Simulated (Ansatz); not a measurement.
An Ansatz (an electronic-structure program) input (Ansatz r2SCAN, no spin-orbit coupling):

Ansatz 0.2 input:
```yaml
crystal:
  lattice:
    - [0, 3.054781229, 3.0395073229]
    - [3.054781229, 0, 3.0395073229]
    - [3.054781229, 3.054781229, 0]
  atoms:
    - { symbol: In, position: [0, 0, 0] }
    - { symbol: As, position: [0.25, 0.25, 0.25] }
basis: { ecutwfc: 500, ecutrho_ratio: 4, xc_grid: 4, fft_grid_basis: typed }
kpoints: { mp_grid: { grid: [9, 9, 9] } }
hamiltonian:
  xc: r2scan
  dispersion: none
  pseudopotentials: { kind: paw }
scf: { occupations: { method: fermi_dirac, width: 0.05 }, convergence: { dr2_threshold: 0.0000000002 } }
relax: { f_tol: 0.005, max_steps: 50 }
output: { forces: true, stress: true }
checkpoint: { write: state.ck, write_every: 1000 }
```

**Question.** Which symmetry and how many k-points will the program report, and about how many plane waves at Γ?

**Answer.** Space group I-4m2 (ITA 119) with 8 operations, k-points 75 of 729, and 1451 plane waves at Γ.

**Question.** And the final pressure?

**Answer.** 0.28 GPa (compression positive).

The cells carry an imposed strain or load. No phonon test of stability was made. The cell was made from InAs in the zinc blende structure (space group F-43m, No. 216) by this change: uniaxial strain ε_zz = −0.50 %.
